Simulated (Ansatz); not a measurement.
Worked example: self-consistent single point of Y2GaNi2 (Immm, 5 atoms in the cell) in Ansatz (a quantum-chemistry and plane-wave program).

Computed with PBEsol, PAW files made with PBE (plane waves; Ansatz).

The change in words: lattice scaled by 0.98. Reference geometry:
```yaml
crystal:
  lattice:
    - [-2.08559, 2.66544, 4.12435]
    - [2.08559, -2.66544, 4.12435]
    - [2.08559, 2.66544, -4.12435]
  atoms:
    - { symbol: Y, position: [0.70213, 0.20213, 0.50000] }
    - { symbol: Y, position: [0.29787, 0.79787, 0.50000] }
    - { symbol: Ga, position: [0.00000, 0.00000, 0.00000] }
    - { symbol: Ni, position: [0.26759, 0.50000, 0.76759] }
    - { symbol: Ni, position: [0.73241, 0.50000, 0.23241] }
```

Reference input (self-consistent single point, DFT, PBEsol, plane waves, PAW files made with PBE): kpoints.mp_grid.grid = 6 6 6; hamiltonian.xc = pbesol; hamiltonian.pseudopotentials = {kind: paw} (the program's default PAW files); scf.occupations.method = fermi_dirac; scf.occupations.width = 0.0073 Ry. This run's input differs from it in these lines:

Ansatz 0.2 input:
```diff
@@ -3,11 +3,11 @@
   lattice:
-    - [-2.085585, 2.665440, 4.124350]
-    - [2.085585, -2.665440, 4.124350]
-    - [2.085585, 2.665440, -4.124350]
+    - [-2.043873, 2.612131, 4.041863]
+    - [2.043873, -2.612131, 4.041863]
+    - [2.043873, 2.612131, -4.041863]
   atoms:
-    - { symbol: Y, position_ang: [0.000000, 2.665440, 1.667310] }
-    - { symbol: Y, position_ang: [2.085585, 0.000000, 2.457040] }
+    - { symbol: Y, position_ang: [0.000000, 2.612131, 1.633964] }
+    - { symbol: Y, position_ang: [2.043873, 0.000000, 2.407899] }
     - { symbol: Ga, position_ang: [0.000000, 0.000000, 0.000000] }
-    - { symbol: Ni, position_ang: [2.085585, 1.426490, -0.000000] }
-    - { symbol: Ni, position_ang: [0.000000, 1.238950, 4.124350] }
+    - { symbol: Ni, position_ang: [2.043873, 1.397960, 0.000000] }
+    - { symbol: Ni, position_ang: [0.000000, 1.214171, 4.041863] }
 kpoints:
```

The program printed (abridged):

```
SCF iter   1: F=—  HF=-22947.011936 eV  |F-HF|=—  |Δ(HF+E_count)|=         —  Δρ=8.18e-2  dr2=4.08e0  ethr=3.10e-3  ⟨swp⟩=6.0  Hψ=6991  notcnv=0
all-band conjugate gradients solve this SCF's bands
preconditioner: auto → Kerker (q_TF=auto, 2.641 Å⁻¹)
SCF iter   2: F=—  HF=-22946.414227 eV  |F-HF|=—  |Δ(HF+E_count)|=   5.98e-1  Δρ=2.37e-2  dr2=4.33e-1  ethr=3.10e-3  ⟨swp⟩=2.0  Hψ=3588  notcnv=0
   [... lines left out ...]
SCF iter   6: F=—  HF=-22946.304576 eV  |F-HF|=—  |Δ(HF+E_count)|=   1.37e-4  Δρ=6.30e-4  dr2=2.34e-4  ethr=1.03e-5  ⟨swp⟩=1.7  Hψ=2336  notcnv=0
SCF iter   7: F=—  HF=-22946.304574 eV  |F-HF|=—  |Δ(HF+E_count)|=   2.52e-6  Δρ=1.34e-4  dr2=1.64e-5  ethr=3.30e-7  ⟨swp⟩=2.1  Hψ=2833  notcnv=0
SCF iter   8: F=—  HF=-22946.304571 eV  |F-HF|=—  |Δ(HF+E_count)|=   3.10e-6  Δρ=4.11e-5  dr2=1.68e-6  ethr=2.31e-8  ⟨swp⟩=2.5  Hψ=3287  notcnv=0
SCF iter   9: F=-22946.304570 eV  HF=-22946.304570 eV  |F-HF|=6.99e-8  |Δ(HF+E_count)|=   3.27e-7  Δρ=1.10e-5  dr2=7.30e-8  ethr=1.41e-10  ⟨swp⟩=4.1  Hψ=8333  notcnv=0
SCF 1 converged in 9 iterations: F = -22946.304570 eV  dr2 = 7.30e-8
Free energy (F): -22946.304570 eV
Internal energy: -22946.193500 eV  (E = F + TS)
E sigma→0 (E₀):  -22946.249035 eV
Entropy (-TS):   -0.111070 eV (-22.214 meV/atom)
Fermi energy:    14.041564 eV
--- Forces (eV/Å), atoms counted from 1 ---
  atom   1  Y      0.00000000     0.00000000    -0.02466729
  atom   2  Y      0.00000000     0.00000000     0.02466729
  atom   3  Ga     0.00000000     0.00000000    -0.00000000
  atom   4  Ni     0.00000000    -0.05396664     0.00000000
  atom   5  Ni     0.00000000     0.05396664     0.00000000
--- Stress (GPa, compression-positive) ---
        3.833244       0.000000       0.000000
        0.000000       3.745190       0.000000
        0.000000       0.000000       3.894638
  P = ⅓ Tr σ = 3.8244 GPa (38.244 kbar)
  The stress holds the Pulay correction. Without it, at fixed plane waves, as pw.x and ABINIT print it: P = 3.7980 GPa
```

The run converged in 9 iterations. Against the reference run the free energy goes up by 3.4 meV/atom, the pressure goes from -2.49 to 3.82 GPa and the largest force goes from 0.047 to 0.054 eV/Å.

The starting cell comes from a database of computed structures (which also holds hypothetical and non-ambient phases and stackings), without a prior relaxation at this level. For this run, on top of that: lattice scaled by 0.98. Spin polarisation is off. With a pressure of about 4 GPa the cell is away from its equilibrium volume at this level. Ansatz's pressure includes its estimate of the finite-basis (Pulay) stress.
